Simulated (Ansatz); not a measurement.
**SiO2, response to strain**

Take SiO$_{2}$ in the rutile structure (space group P4_2/mnm, No. 136; a = 4.236 Å, c = 2.690 Å) as the base. Axes: x, y, z lie along a, b, c of the conventional cell.

Strains are applied to the cell and any free atomic positions relax.

Computed with PBE (Ansatz, a quantum-chemistry and plane-wave program, PAW, no SOC).

Notes on the quantities. pressure: mean of the normal stresses, compression positive.

```json
[
 {"change": "base", "volume per atom": "8.05 Å³", "pressure": "0.1 kbar", "band gap": "5.04 eV", "electron mass": "0.36 mₑ along c, 0.45 mₑ across (at Γ)"},
 {"change": "uniaxial strain ε_zz = −3.00 %", "volume per atom": "7.81 Å³", "pressure": "113.9 kbar", "band gap": "5.68 eV", "electron mass": "0.43 mₑ along z, 0.48 mₑ across (at Γ)"},
 {"change": "uniaxial strain ε_zz = −2.40 %", "volume per atom": "7.85 Å³", "pressure": "89.6 kbar", "band gap": "5.55 eV", "electron mass": "0.40 mₑ along z, 0.47 mₑ across (at Γ)"},
 {"change": "uniaxial strain ε_zz = −1.80 %", "volume per atom": "7.90 Å³", "pressure": "66.3 kbar", "band gap": "5.42 eV", "electron mass": "0.39 mₑ along z, 0.47 mₑ across (at Γ)"},
 {"change": "uniaxial strain ε_zz = −1.20 %", "volume per atom": "7.95 Å³", "pressure": "43.4 kbar", "band gap": "5.30 eV", "electron mass": "0.38 mₑ along z, 0.46 mₑ across (at Γ)"},
 {"change": "uniaxial strain ε_zz = −0.60 %", "volume per atom": "8.00 Å³", "pressure": "21.3 kbar", "band gap": "5.17 eV", "electron mass": "0.38 mₑ along z, 0.46 mₑ across (at Γ)"}
]
```

Masses are band curvatures over ±0.01 Å⁻¹ around the edge. No phonon test of stability was made.
